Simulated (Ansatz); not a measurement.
## zinc-blende ZnS: the defect S on the Zn site (broken-bond start)

Level of theory: PBE, PAW (plane waves to 420 eV; Ansatz, an electronic-structure program). Cell: 64 sites, 2×2×2 repeats of a cell of 8 atoms; final energies on a 2×2×2 shifted mesh. Sites at the start: the Zn site; started 0.95 Å off site, one bond broken. Energies of charged states are corrected for periodic images (point charge plus alignment at distant sites). Dielectric constants: PBE linear response of the host. Host gap at this level: 2.01 eV. A cell of this size leaves errors of a few tenths of an eV. The semilocal functional narrows the gap, so deep levels can fall outside it. Spin–orbit coupling is left out. Each state is the lowest found from its start.

Formation energies E_f are given with the Fermi level at the valence-band maximum. Chemical conditions: S-rich (Δμ(S) = 0.00 eV, Δμ(Zn) = -1.65 eV; only phases computed here count, gases as isolated molecules at 0 K); Zn-rich (Δμ(S) = -1.65 eV, Δμ(Zn) = 0.00 eV; only phases computed here count, gases as isolated molecules at 0 K). Reference phases: S: S8 molecule in a box, Zn: hcp Zn.

Charges with a result: +1, 0, −1. Others weren't obtained, and one of them could lie lower, also by skipping a charge.

| charge | moment (μB) | largest move off a lattice site (Å) | image correction with alignment (eV) | E_f, S-rich (eV) | E_f, Zn-rich (eV) |
|---|---|---|---|---|---|
| +1 | 1.0 | 0.46 | 0.15 | 2.03 | 5.33 |
| 0 | not spin-polarised | 0.79 | 0.00 | 2.27 | 5.57 |
| −1 | 1.0 | 1.05 | 0.21 | 3.76 | 7.06 |

Transition levels above the valence-band maximum: ε(+1/0) = 0.24 eV; ε(0/−1) = 1.49 eV. On the lower envelope of the bound states, inside the gap: (+1/0) at 0.24 eV; (0/−1) at 1.49 eV.

Flagged in the runs: a strain field that reaches the edge of the cell.
